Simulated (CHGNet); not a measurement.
## CsCl-type CoAl

Level of theory: the machine-learned potential CHGNet 0.3.0 (trained on PBE and PBE+U data).

Cell: relaxed at this level.

```
Item                         Value
-------------------  -------------
lattice parameter a        2.854 Å
volume per atom      11.63 Å³/atom
```

Measured, for comparison: lattice constant a 2.861 Å, equilibrium volume per atom 11.71 Å³/atom (room temperature, no zero-point or thermal correction; as tabulated in Yamada et al. (2019), arXiv:1910.09660). Computed (rounded) less measured: lattice constant a -0.2 %, equilibrium volume per atom -0.7 %. A static lattice is as a rule a little smaller and stiffer than an uncorrected measurement, which narrows the difference in the equilibrium volume per atom and would widen misses of the other sign.

A machine-learned potential is trained on density-functional data: it inherits that level's misses and adds fitting errors of its own.
